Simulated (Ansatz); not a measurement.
The parent structure is BeTe in the zinc blende structure (space group F-43m, No. 216).

```xyz
2
Lattice="0.0000 2.8022 2.8022 2.8022 0.0000 2.8022 2.8022 2.8022 0.0000" Properties=species:S:1:pos:R:3 pbc="T T T"
Te     4.2033     4.2033     4.2033
Be     0.0000     0.0000     0.0000
```

Cartesian axes are those of the cell as printed.

Method: PBEsol (Ansatz, a first-principles code), spin-orbit coupling left out.

Before the change:

The valence-band top at Γ comes out as 0.00, 0.00, 0.00 eV and the band gap comes out as 1.84 eV.

The change: uniaxial strain ε_yy = +5.81 %, all other strain components held at zero, atoms relaxed at fixed cell.

**Question.** Predict the new valence-band top at Γ.

**Answer.** The valence-band top at Γ (three highest levels, from the VBM) becomes 0.00, 0.00, -0.32 eV (base: 0.00, 0.00, 0.00 eV).

**Question.** Estimate the effect on the band gap.

**Answer.** The band gap drops by 0.09 eV (1.84 eV → 1.75 eV).

**Question.** Estimate the effect on the stress.

**Answer.** The stress (xx, yy, zz, yz, xz, xy; compression positive) amounts to (-1.86, -5.42, -1.86, 0.00, 0.00, 0.00) GPa.

Spin-orbit coupling, missing from the scalar runs, can matter with Te. Stability against distortions was not tested.
